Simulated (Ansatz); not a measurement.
A free linear chain of Ir atoms, relaxed period 4.561 Å, atoms relaxed at each strain.

| strain | energy (meV a period) | axial force (nN) |
|---|---|---|
| -0.015 | +28.1 | -1.35 |
| +0.015 | +25.3 | +1.14 |

Calculation: PBE (plane waves to 420 eV, PAW; Ansatz, a first-principles code). Mesh 1×1×66. Collinear spin, started with parallel moments, and moments remain. Isolated but for its images some 11 Å away. A hypothetical model. Only distortions within the start's symmetry and period were free. Pairing along the axis, which can open a gap, is among the distortions not tried. Values not marked SOC lack spin–orbit coupling. No Hubbard term is applied. Fermi–Dirac width 0.02 eV. Buckling under compression is shut out by symmetry and the short period. Energies are free energies at a Fermi–Dirac width of 0.02 eV, from the unstrained cell.

Q: Work out the axial stiffness dF/dε in two ways.

A: From the forces: (+1.14 − (-1.35))/0.030 = 83.0 nN. From the energies: (E₊ + E₋)/(ε² c) = 0.0534 eV/(0.015² × 4.561 Å) = 52.04 eV/Å = 83.4 nN. The two agree to within 1 %.
